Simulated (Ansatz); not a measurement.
Here is the system:

```yaml
crystal:
  lattice:
    - [0.00000, 2.71134, 2.77558]
    - [2.71134, 0.00000, 2.77558]
    - [2.71134, 2.71134, 0.00000]
  atoms:
    - { symbol: Ga, position: [0.00000, 0.00000, 0.00000] }
    - { symbol: P, position: [0.25000, 0.25000, 0.25000] }
```

Computed with r2SCAN with spin-orbit coupling, rigid bands (plane waves, PAW; Ansatz, a quantum-chemistry and plane-wave program). Condition of this run: uniaxial stress zz = -2 GPa (compression positive) (the target of the relaxation). How the cell was made: cell and atoms relaxed with r2SCAN, then loaded as said.

Problem. What conductivity effective mass do dilute electrons have at 300 K?

Solution. 0.40 (x), 0.40 (y), 0.25 (z) mₑ.

Problem. What conductivity effective mass do dilute holes have at 300 K?

Solution. 0.38 (x), 0.38 (y), 0.48 (z) mₑ.

Problem. And the band gap?

Solution. 1.71 eV at this level; semilocal functionals usually fall short of the measured gap.

Rigid bands, one relaxation time for all states, no polarons.
